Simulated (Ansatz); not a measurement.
Cost and result by functional for the surface energy of the (31-41) surface of hcp Os in its 1x1 cell, outermost plane spacing 0.11 Å in the ideal cut, in Ansatz (plane waves, PAW). Single points on the PBE structure, on one kind of machine; costs are rough ratios of the slab run's core time (references not counted) to the cheapest single point. r2SCAN's cost holds its higher cutoff (500 against 420 eV). Differences are taken against r2SCAN for comparison alone: no measured value is at hand, so the table doesn't rank accuracy.

Set-up: 34 atoms, 10.6 Å thick at the start; mesh 7x5x1; 0.1 eV smearing; dipole correction on; all atoms relaxed; start symmetry kept, larger cells not searched; no spin, no spin-orbit, no U. These notes are the PBE run's.

| functional | relative cost | surface energy (J/m²) | less r2SCAN (J/m²) |
|---|---|---|---|
| LDA | 1 | 4.47 | 0.32 |
| PBEsol | 1 | 4.34 | 0.18 |
| RPBE | 1 | 3.63 | -0.53 |
| r2SCAN | 2 | 4.16 | 0.00 |
| PBE (the relaxed run's value) | – | 3.87 | -0.29 |

The values span 0.84 J/m², while the single points' costs differ by a factor of roughly 2. Differences are of unrounded values.

Ansatz is a program for electronic structure.
